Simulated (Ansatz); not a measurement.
## Habitual settings against a tight run: ScPd₃ (Pm-3m, 4 atoms in the cell)

Self-consistent single point.

```
ScPd3
1.0
    3.89289     0.00000     0.00000
    0.00000     3.89289     0.00000
    0.00000     0.00000     3.89289
Sc Pd
1 3
Direct
  0.00000   0.00000   0.00000
  0.50000   0.50000   0.00000
  0.00000   0.50000   0.50000
  0.50000   0.00000   0.50000
```

Computed with PBEsol, harder PAW files (source: ansatz) made with PBE (plane waves; Ansatz, a first-principles code).

Base settings: basis.ecutwfc = 44.8 Ry; kpoints.mp_grid.grid = 6 6 6; kpoints.mp_grid.shift = 0.5 0.5 0.5; hamiltonian.xc = pbesol; hamiltonian.pseudopotentials = {kind: paw, source: ansatz}; scf.occupations.method = gaussian; scf.occupations.width = 0.0147 Ry.

Tight run (finer mesh or higher cutoff; not a proven limit): basis.ecutwfc: 44.8 Ry → 62.8 Ry; kpoints.mp_grid.grid: 6 6 6 → 9 9 9; scf.convergence.dr2_threshold: default (1e-07 eV) → 1e-09 eV. It gave Fermi level (on the code's own zero) 18.52 eV; pressure 7.00 GPa.

Quick runs, as changes from the base:
- A: the base itself
- B: kpoints.mp_grid.grid: 6 6 6 → 4 4 4; hamiltonian.xc: pbesol → lda [LDA (PW92)]
- C: basis.ecutwfc: 44.8 Ry → 31.2 Ry; kpoints.mp_grid.grid: 6 6 6 → 4 4 4; scf.occupations.method: gaussian → fermi_dirac; scf.occupations.width: 0.0147 Ry → 0.02 Ry
- D: basis.ecutwfc: 44.8 Ry → 36 Ry; kpoints.mp_grid.grid: 6 6 6 → 2 2 2; hamiltonian.xc: pbesol → lda; scf.occupations.method: gaussian → methfessel_paxton; scf.occupations.width: 0.0147 Ry → 0.01 Ry [LDA (PW92)]
- E: basis.ecutwfc: 44.8 Ry → 22.4 Ry; kpoints.mp_grid.grid: 6 6 6 → 2 2 2
- F: basis.ecutwfc: 44.8 Ry → 22.4 Ry; kpoints.mp_grid.grid: 6 6 6 → 8 8 8; scf.convergence.dr2_threshold: default (1e-07 eV) → 0.001 eV

Energies are extrapolated to zero smearing width, which holds to low order in the width alone.

Dashes: energy of B, D, another energy zero.

† marks runs with another functional, U, potentials or spin treatment: their distance from the tight run is not a convergence error alone.

The count of work is k-points × plane waves × bands × iterations; it is no time. 

Pressures in the table are Ansatz's without its Pulay estimate, at a fixed set of plane waves; the tight run's value above holds the estimate.

The starting cell comes from a database of computed structures (which also holds hypothetical and non-ambient phases and stackings), without a prior relaxation at this level. Its lattice was rescaled by a random factor within 2.5 % of one. Spin polarisation is off. In the base run, with a pressure of about 7 GPa the cell is away from its equilibrium volume at this level. The cutoff lies below the one recommended for these files.

```
run  energy less tight (meV/atom)  pressure less tight (GPa)  count of work / tight
---  ----------------------------  -------------------------  ---------------------
A                            -2.4                      -0.11                   0.14
B†                              –                      -5.97                  0.056
C                           249.3                     -24.61                  0.035
D†                              –                      -9.18                 0.0099
E                          5776.6                    -309.16                 0.0057
F                          6377.5                    -335.80                  0.083
```

Among the runs at the tight run's level, the energy misses run from 2.4 to 6377.5 meV/atom.

Keys are those of Ansatz 0.2.
